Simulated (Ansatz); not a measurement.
## Sn on the 1x1 (111) surface of fcc Pd, one in a 2x2 cell, started at the site 'hollow Pd-Pd-Pd over Pd at depth 2.3 Å'

All values below come from PBE (plane waves to 420 eV, PAW; Ansatz, a first-principles code).

Set-up: 17 atoms, 6.8 Å thick at the start under the adsorbate (thin: gaps and levels are the slab's own); mesh 6x6x1; 0.1 eV smearing; dipole correction on; 8 atoms held, the rest relaxed; symmetry of the start imposed; no spin, no spin-orbit, no U, no dispersion correction. At the end it is bonded to 3 Pd. In PBE it is, or lies within 0.03 eV of, the lowest of the starts that converged.

```
Quantity                                                                                                                   Value
--------------------------------------------------------------------------------------  ----------------------------------------
adsorption energy against an atom of beta tin                                                                           -1.60 eV
work function of the top face                                                                                            4.21 eV
change of the work function                                                                                             -1.03 eV
change of the step from the bottom to the top vacuum level, against the clean slab                                      -1.00 eV
energy released by relaxation                                                                                            0.42 eV
height of the binding atom over the mean of the host atoms within 0.3 Å of the top one                                   2.022 Å
nearest host atoms of the binding atom                                                  Pd at 2.60 Å, Pd at 2.60 Å, Pd at 2.60 Å
largest move of a host atom                                                                                               0.06 Å
cost                                                                                                      roughly 4 core-minutes
```

A negative adsorption energy means that the adsorbate is more stable on the surface than in its reference.
